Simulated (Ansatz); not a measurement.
Functionals compared on Cl on the 1x1 (0001) surface of hcp Co, ferromagnetic, one in a 2x2 cell, started at the site 'hollow Co-Co-Co over Co at depth 2.0 Å', in Ansatz (plane waves, PAW). The structure was relaxed with PBE; the other rows are single points on it, each with its references at the same level. Cutoff 420 eV.

Set-up: 17 atoms, 6.0 Å thick at the start under the adsorbate (thin: gaps and levels are the slab's own); mesh 7x7x1; 0.1 eV smearing; dipole correction on; 8 atoms held, the rest relaxed; held to the start's symmetry, so lower structures may exist; spin-polarised, no spin-orbit, no U, no dispersion correction. At the end it is bonded to 3 Co. In PBE it is, or lies within 0.03 eV of, the lowest of the starts that converged. These notes are the PBE run's. RPBE: The program's check for a lower electronic state was not made. Adsorption energies are against ½ Cl2(g). A negative adsorption energy means that the adsorbate is more stable on the surface than in its reference.

```tsv
functional	adsorption energy (eV)	work function of the top face (eV)	change of the work function (eV)	magnetic moment of the cell (μB)	rough cost of the single point
PBE	-2.15	4.95	-0.03	26.86	–
RPBE	-1.89	4.83	0.03	27.06	very roughly 4 core-minutes
```

Ansatz is a first-principles code.
